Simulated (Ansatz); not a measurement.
Ge₂Sb₂Te₅ (model structure, started from the Ge2Sb2Te5-Kooi type, P-3m1, No. 164, 9 atoms in the cell), treated with PBEsol (PAW; Ansatz, a first-principles code).

Settings: plane-wave cutoff 500 eV, 12×12×4 k mesh (along the axes of the cell as run), Fermi–Dirac smearing 0.05 eV, scalar-relativistic PAW data made under PBE.

Cell (relaxed at this level):

```yaml
crystal:
  lattice:
    - [4.22520, 0.00000, 0.00000]
    - [-2.11260, 3.65913, 0.00000]
    - [0.00000, 0.00000, 16.82755]
  atoms:
    - { symbol: Te, position: [0.00000, 0.00000, 0.00000] }
    - { symbol: Ge, position: [0.66667, 0.33333, 0.10053] }
    - { symbol: Ge, position: [0.33333, 0.66667, 0.89947] }
    - { symbol: Te, position: [0.33333, 0.66667, 0.19885] }
    - { symbol: Te, position: [0.66667, 0.33333, 0.80115] }
    - { symbol: Sb, position: [0.00000, 0.00000, 0.31769] }
    - { symbol: Sb, position: [0.00000, 0.00000, 0.68231] }
    - { symbol: Te, position: [0.66667, 0.33333, 0.42001] }
    - { symbol: Te, position: [0.33333, 0.66667, 0.57999] }
```

### Question
What does this level give for the band gap?

### Answer

band gap: 0.13 eV (under three smearing widths, so not firm)

Note: the relaxation could raise the start's symmetry but not lower it, so the cell can be a saddle point.

Spin–orbit coupling is not included; with these elements it can move the gap by several tenths of an eV or more.

Static lattice: no zero-point or thermal effects.

Computing time: about 9 core-minutes (a rough figure).

A model structure was made by putting elements into a prototype or built by hand; it is no filed structure, need not be a known phase, and can be a saddle point held by its symmetry.
